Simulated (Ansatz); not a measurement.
A free linear chain of Fe atoms, relaxed period 4.542 Å, atoms relaxed at each strain.

```json
[
 {"strain": "-0.015", "energy (meV a period)": "+7.9", "axial force (nN)": "-0.38"},
 {"strain": "+0.015", "energy (meV a period)": "+7.0", "axial force (nN)": "+0.34"}
]
```

Computed with PBE (plane waves to 420 eV, PAW; Ansatz, a first-principles code). Mesh 1×1×68. Collinear spin, started with parallel moments, and moments remain. Periodic along z alone, with about 11 Å of vacuum beside it. A hypothetical model. Symmetry and one short period hold its shape; lower forms weren't sought. Pairing along the axis, which can open a gap, is among the distortions not tried. No Hubbard term is applied. Fermi–Dirac width 0.02 eV. Buckling under compression is shut out by symmetry and the short period. Energies are free energies at a Fermi–Dirac width of 0.02 eV, from the unstrained cell.

### Question
Work out the axial stiffness dF/dε in two ways.

### Answer
From the forces: (+0.34 − (-0.38))/0.030 = 24.0 nN. From the energies: (E₊ + E₋)/(ε² c) = 0.0149 eV/(0.015² × 4.542 Å) = 14.58 eV/Å = 23.4 nN. The two agree to within 3 %.
